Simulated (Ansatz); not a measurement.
**BN: energy against strain**

BN (wurtzite, P6_3mc, 5.876 Å³/atom at rest, c along z) under a strain ε along c (axis z), the other axes held. PBEsol in Ansatz, a plane-wave DFT program (PAW, default set), 420 eV, 15×15×8 Γ-centred mesh, Fermi-Dirac smearing 0.05 eV; ions are relaxed within the symmetry of each cell.

Here s stands for strain and y for E less E0.

| strain (%) | E less E0 (meV/atom) |
|---|---|
| -1.20 | 2.85 |
| -0.60 | 0.71 |
| 0.00 | 0.00 |
| 0.60 | 0.70 |
| 1.20 | 2.69 |
| 3.00 | ? |

The 5 complete rows are fitted with a parabola, y against s. Least squares gives y = 0.009 - 0.0550·s + 1.9187·s². Residuals (row less fit): 0.012, -0.023, -0.009, 0.033, -0.016; standard error 0.032 (degrees of freedom: 2). Twice the quadratic coefficient over the volume, 2 × 1.9187 meV × 10⁴ × 0.1602 / 5.876 Å³, is the elastic constant C33 = 1046 ± 13 GPa.

### Question
What does the fit predict for y at s = 3.00, and how far is the calculated value from it?

### Answer
y = 0.009 - 0.0550 × 3.0 + 1.9187 × 3.0² = 17.112 meV/atom. The calculation gives 16.03 meV/atom, 1.082 meV/atom below the prediction (6.7 % of the range of y in the table). The row lies outside the fitted rows, so this is an extrapolation. From the scatter of the fitted rows alone, a prediction at this place has a standard error of 0.209 meV/atom, so the miss is 5.2 times that.

One order more, fitted to all 11 runs of the series, follows each within 0.01, so the miss is the next term of a smooth law. BN is here a metastable high-pressure form. Rows are the converged runs of the series near zero and its far end; series whose fitted rows scatter by over a few per cent of the range, as at a crossing or softening among them, aren't shown in this form. Most that stay on the fit to the last digits aren't either.
